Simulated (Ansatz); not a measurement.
# CuAu, response to strain

Start from CuAu (space group P4/mmm, No. 123; a = 2.813 Å, c = 3.593 Å; relaxed with 0.1 eV smearing).

Strains are applied to the cell and any free atomic positions relax.

Computed with PBEsol in Ansatz (plane waves to 420 eV, PAW, no spin-orbit coupling).

Notes on the quantities. energy relative to the base: free energy F; pressure: mean of the normal stresses, compression positive.

```
change                    energy relative to the base   pressure  shortest interatomic distance
------------------------  ---------------------------  ---------  -----------------------------
base                                       0 meV/atom    0.0 GPa                        2.680 Å
isotropic strain −2.00 %                 +30 meV/atom   12.2 GPa                        2.627 Å
isotropic strain −1.00 %                +7.2 meV/atom    5.6 GPa                        2.653 Å
isotropic strain −0.50 %                +1.7 meV/atom    2.7 GPa                        2.667 Å
isotropic strain +0.50 %                +1.7 meV/atom   -2.5 GPa                        2.694 Å
isotropic strain +1.00 %                +6.5 meV/atom   -4.7 GPa                        2.707 Å
isotropic strain +1.50 %                 +14 meV/atom   -6.8 GPa                        2.720 Å
isotropic strain +2.00 %                 +25 meV/atom   -8.7 GPa                        2.734 Å
isotropic strain +2.50 %                 +38 meV/atom  -10.4 GPa                        2.747 Å
isotropic strain +3.00 %                 +54 meV/atom  -11.9 GPa                        2.761 Å
```

Whether these cells are dynamically stable was not tested. All final runs are without spin polarisation.

Ansatz is an electronic-structure program.
